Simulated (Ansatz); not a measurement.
Response to strain in BeTe

The parent structure is BeTe in the zinc blende structure (space group F-43m, No. 216; a = 5.554 Å). Axes: x, y, z lie along the cube axes.

Strains are applied to the cell and any free atomic positions relax.

Calculations: LDA (Ansatz, a quantum-chemistry and plane-wave program), without spin-orbit coupling.

Notes on the quantities. pressure: mean of the normal stresses, compression positive.

```json
[
 {"case": "base", "band gap": "1.79 eV", "electron mass": "1.3 mₑ along k, 0.24 mₑ across (at X)", "volume per atom": "21.42 Å³", "pressure": "0.01 GPa"},
 {"case": "uniaxial strain ε_zz = −3.00 %", "band gap": "1.46 eV", "electron mass": "1.2 mₑ along k, 0.25 mₑ across (at X)", "volume per atom": "20.78 Å³", "pressure": "…"},
 {"case": "uniaxial strain ε_zz = −2.00 %", "band gap": "1.57 eV", "electron mass": "1.3 mₑ along k, 0.25 mₑ across (at X)", "volume per atom": "20.99 Å³", "pressure": "1.34 GPa"},
 {"case": "uniaxial strain ε_zz = −1.50 %", "band gap": "1.63 eV", "electron mass": "1.2 mₑ along k, 0.25 mₑ across (at X)", "volume per atom": "21.10 Å³", "pressure": "1.00 GPa"},
 {"case": "uniaxial strain ε_zz = −0.50 %", "band gap": "1.74 eV", "electron mass": "1.3 mₑ along k, 0.25 mₑ across (at X)", "volume per atom": "21.31 Å³", "pressure": "0.33 GPa"},
 {"case": "uniaxial strain ε_zz = +0.50 %", "band gap": "1.78 eV", "electron mass": "1.3 mₑ along k, 0.25 mₑ across (at X)", "volume per atom": "21.53 Å³", "pressure": "…"},
 {"case": "uniaxial strain ε_zz = +1.00 %", "band gap": "1.77 eV", "electron mass": "1.3 mₑ along k, 0.25 mₑ across (at X)", "volume per atom": "21.63 Å³", "pressure": "-0.62 GPa"},
 {"case": "uniaxial strain ε_zz = +1.50 %", "band gap": "1.76 eV", "electron mass": "1.4 mₑ along k, 0.25 mₑ across (at X)", "volume per atom": "21.74 Å³", "pressure": "-0.92 GPa"},
 {"case": "uniaxial strain ε_zz = +2.00 %", "band gap": "1.76 eV", "electron mass": "1.4 mₑ along k, 0.25 mₑ across (at X)", "volume per atom": "21.85 Å³", "pressure": "-1.21 GPa"},
 {"case": "uniaxial strain ε_zz = +2.50 %", "band gap": "…", "electron mass": "1.4 mₑ along k, 0.25 mₑ across (at X)", "volume per atom": "21.95 Å³", "pressure": "-1.50 GPa"}
]
```

**Question.** Some entries are withheld; estimate them.

**Answer.** 
- uniaxial strain ε_zz = −3.00 %, pressure: 2.06 GPa
- uniaxial strain ε_zz = +0.50 %, pressure: -0.31 GPa
- uniaxial strain ε_zz = +2.50 %, band gap: 1.75 eV

With Te present, leaving out spin-orbit coupling can change the band edges. Effective masses come from finite differences of ±0.01 Å⁻¹. Along k means along the line from Γ to the band edge. No phonon test of stability was made.
